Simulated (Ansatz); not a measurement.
Y4C7 (P2₁/c, No. 14, 22 atoms in the cell; start mp-9530) was calculated with PBEsol+SOC (PAW; Ansatz, a first-principles code).

The run printed, among other lines:

```
Crystal: 22 atoms, lattice volume = 309.321 Å³
Basis set: ecut = 520 eV, 8305 PW (Γ), exchange–correlation on 60×216×96 points (8 copies of the dense FFT grid, shifted against one another)
Bands: 188, of which v1, the nominal top of the filled ones, is band 144 counted from 1 (143 counted from 0)
Symmetry: 4 space group operations + 4 with time reversal
k-points: 246 of 640
Initial density: superposition of atomic densities (chi_scale 0.1, normalization cell, long waves kept (reshape's long-wave potential 0.17 eV rms))
Functional: x = pbesol(κ = 0.804, μ = 0.12345679012345678), c = pbesol(β = 0.046)
spin=Noncollinear: Resta preconditioning applied to the charge; magnetization (m_x, m_y, m_z) channels mix plain (no charge-response kernel on spin).
spin=Noncollinear: Kerker preconditioning applied to the charge; magnetization (m_x, m_y, m_z) channels mix plain (no charge-response kernel on spin).
SCF 1 converged in 12 iterations: F = -33826.856548 eV  dr2 = 1.73e-9
SCF converged after 12 iterations
Free energy (F): -33826.856548 eV
Internal energy: -33826.850375 eV  (E = F + TS)
E sigma→0 (E₀):  -33826.853461 eV
Fermi energy:    10.551185 eV
--- Forces (eV/Å), atoms counted from 1 ---
  atom   1  Y      0.00018793    -0.00005399    -0.00090094
  atom   2  Y     -0.00018793     0.00005399     0.00090094
  atom   3  Y     -0.00018793    -0.00005399     0.00090094
  atom   4  Y      0.00018793     0.00005399    -0.00090094
  atom   5  Y     -0.00117585     0.00153210     0.00048909
  atom   6  Y      0.00117585    -0.00153210    -0.00048909
  atom   7  Y      0.00117585     0.00153210    -0.00048909
  atom   8  Y     -0.00117585    -0.00153210     0.00048909
  atom   9  C      0.00000000    -0.00000000     0.00000000
  atom  10  C     -0.00000000    -0.00000000     0.00000000
  atom  11  C      0.00033420    -0.00057391    -0.00050398
  atom  12  C     -0.00033420     0.00057391     0.00050398
  atom  13  C     -0.00033420    -0.00057391     0.00050398
  atom  14  C      0.00033420     0.00057391    -0.00050398
  atom  15  C     -0.00149090    -0.00166222    -0.00067505
  atom  16  C      0.00149090     0.00166222     0.00067505
  atom  17  C      0.00149090    -0.00166222     0.00067505
  atom  18  C     -0.00149090     0.00166222    -0.00067505
  atom  19  C      0.00087189    -0.00100915     0.00012564
  atom  20  C     -0.00087189     0.00100915    -0.00012564
  atom  21  C     -0.00087189    -0.00100915    -0.00012564
  atom  22  C      0.00087189     0.00100915     0.00012564
--- Stress (GPa, compression-positive) ---
       -0.012304      -0.000000       0.001753
       -0.000000      -0.001599       0.000000
        0.001753       0.000000      -0.007969
  P = ⅓ Tr σ = -0.0073 GPa (-0.073 kbar)
```

Problem. Write an input file that could have produced this run (the log leaves some choices open).

Solution. One answer among several that fit: 
Ansatz 0.2 input:
```yaml
crystal:
  lattice:
    - [3.6669368787, 0.0, -0.0038216478]
    - [0.0, 13.6573121925, 0.0]
    - [-1.6215160406, 0.0, 6.1781648938]
  atoms:
    - { symbol: Y, position: [0.6336316226, 0.0555449553, 0.2614784222] }
    - { symbol: Y, position: [0.3663683774, 0.9444550447, 0.7385215778] }
    - { symbol: Y, position: [0.3663683774, 0.5555449553, 0.2385215778] }
    - { symbol: Y, position: [0.6336316226, 0.4444550447, 0.7614784222] }
    - { symbol: Y, position: [0.9414693637, 0.337459355, 0.3364637636] }
    - { symbol: Y, position: [0.0585306363, 0.662540645, 0.6635362364] }
    - { symbol: Y, position: [0.0585306363, 0.837459355, 0.1635362364] }
    - { symbol: Y, position: [0.9414693637, 0.162540645, 0.8364637636] }
    - { symbol: C, position: [0.0, 0.5, 0.5] }
    - { symbol: C, position: [0.0, 0.0, 0.0] }
    - { symbol: C, position: [0.5289490329, 0.2154579965, 0.0756461061] }
    - { symbol: C, position: [0.4710509671, 0.7845420035, 0.9243538939] }
    - { symbol: C, position: [0.4710509671, 0.7154579965, 0.4243538939] }
    - { symbol: C, position: [0.5289490329, 0.2845420035, 0.5756461061] }
    - { symbol: C, position: [0.6254634425, 0.8035317511, 0.4559629672] }
    - { symbol: C, position: [0.3745365575, 0.1964682489, 0.5440370328] }
    - { symbol: C, position: [0.3745365575, 0.3035317511, 0.0440370328] }
    - { symbol: C, position: [0.6254634425, 0.6964682489, 0.9559629672] }
    - { symbol: C, position: [0.7324146789, 0.6035252323, 0.9499360263] }
    - { symbol: C, position: [0.2675853211, 0.3964747677, 0.0500639737] }
    - { symbol: C, position: [0.2675853211, 0.1035252323, 0.5500639737] }
    - { symbol: C, position: [0.7324146789, 0.8964747677, 0.4499360263] }
basis:
  ecutwfc: 520
  ecutrho_ratio: 4
  xc_grid: 2
kpoints:
  mp_grid: { grid: [16, 4, 10] }
hamiltonian:
  xc: pbesol
  dispersion: none
  pseudopotentials: { kind: paw }
scf:
  occupations: { method: fermi_dirac, width: 0.05 }
  convergence: { dr2_threshold: 0.0000000022 }
output:
  forces: true
  stress: true
  eigenvalues: true
magnetization:
  noncollinear: true
  spin_orbit: true
```

The PAW data were made under PBE.

Computing time: very roughly 120 core-minutes.

A start named mp-… is a Materials Project structure, which need not be a measured phase.
